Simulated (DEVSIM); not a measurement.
Structure: Schottky contact on p-type Si, at 300 K.

Layer 1 from the left is Si, thickness (μm) 5.10, Na (cm⁻³) 8.8e16, τn (s) 0.00063, τp (s) 0.00063.

Left contact: Schottky, work function 4.194 eV, emission velocity 9.2e6 cm/s. Right contact: ohmic. Voltage is applied to the left contact. Recombination: SRH at mid-gap. Mobility is μmin + (μ − μmin)/(1 + (N/Nref)^α).

This is a model device: material constants are rounded textbook-type values typed into the input, and sizes, dopings and lifetimes were drawn at random. Values at 300 K.

Si: gap (eV) 1.124, affinity (eV) 4.05, permittivity 11.7, Nc (cm⁻³) 2.86e19, Nv (cm⁻³) 3.1e19, μn (cm²/Vs) 1417, μp (cm²/Vs) 470, μn,min 52, μp,min 45, Nref,n 9.7e16, Nref,p 2.2e17, αn 0.68, αp 0.72.

DEVSIM, 1D drift-diffusion, Boltzmann statistics, complete ionisation; no tunnelling, impact ionisation, image-force lowering or self-heating. Metal contacts follow the ideal Schottky-Mott rule: no Fermi-level pinning, no interface dipoles.

Dark forward current:

| |V| (V) | |J| (A/cm²) |
|---|---|
| 0.05 | 7.810e-9 |
| 0.10 | 6.147e-8 |
| 0.15 | 4.301e-7 |
| 0.20 | 2.962e-6 |
| 0.25 | 2.033e-5 |
| 0.30 | 0.0001393 |
| 0.35 | 0.0009534 |
| 0.40 | 0.006512 |
| 0.45 | 0.04436 |
| 0.50 | 0.3008 |
| 0.55 | 2.017 |
| 0.60 | 12.90 |
| 0.65 | 67.92 |
| 0.70 | 229.0 |
| 0.75 | 500.0 |
| 0.80 | 844.9 |
| 0.85 | 1240 |
| 0.90 | 1676 |
| 0.95 | 2145 |

Problem. Work out the local ideality factor n = ΔV / (kT/q · ln(J2/J1)) between the rows 0.15 and 0.20 V, 0.90 and 0.95 V.

Solution. kT/q = 25.85 mV. From 0.15 to 0.20 V: ln(2.962e-6/4.301e-7) = 1.930, n = 1.00, near the 1 of diffusion or emission over a barrier. From 0.90 to 0.95 V: ln(2145/1676) = 0.247, n = 7.84.

Problem. Estimate the current at 0.35 V for emission alone, J0 = q v N_band exp(−φB/kT), and read the barrier back from the simulated current.

Solution. φB = 0.980 eV, N_band = 3.10e19 cm⁻³, J0 = 1.57e-9 A/cm²; J = J0 (exp(qV/kT) − 1) = 0.00119 A/cm². The simulation gives 0.000953 A/cm²; the estimate lies 25 % above. Read backwards, the simulated current gives an apparent barrier of 0.986 eV. The estimate leaves out transport through the depletion region and minority injection.
